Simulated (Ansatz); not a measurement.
Take BN in the wurtzite structure (space group P6_3mc, No. 186) as the base.

```yaml
crystal:
  lattice:
    - [2.55453, 0.00000, 0.00000]
    - [-1.27726, 2.21229, 0.00000]
    - [0.00000, 0.00000, 4.22457]
  atoms:
    - { symbol: B, position: [0.66667, 0.33333, 0.99991] }
    - { symbol: B, position: [0.33333, 0.66667, 0.49991] }
    - { symbol: N, position: [0.66667, 0.33333, 0.62529] }
    - { symbol: N, position: [0.33333, 0.66667, 0.12529] }
```

Level of theory: Ansatz (a program for electronic structure) PBE, spin-orbit coupling left out.

Base values:

Gap between the host's bands: 5.23 eV
Gap character: indirect, Γ → K

It is then changed as follows: electron doping at 1.0×10^22 cm⁻³ (0.239 per cell), with a uniform compensating background at fixed cell and a 300 K Fermi–Dirac width.

Problem. Predict the new Fermi level from band edge, gap between the host's bands, gap character and largest internal atomic displacement.

Solution. The Fermi level relative to the doped band's edge (positive inside the band; to 0.05 eV) comes out as +1.80 eV; the gap between the host's bands drops by 0.75 eV (5.23 eV → 4.48 eV); the gap character stays indirect, Γ → K; the largest internal atomic displacement is 0.021 Å.

Charged cell with a jellium background: band edges are those of the host's band count, energies are not comparable with the neutral cell, and many-body gap narrowing is missing. No phonon test of stability was made.
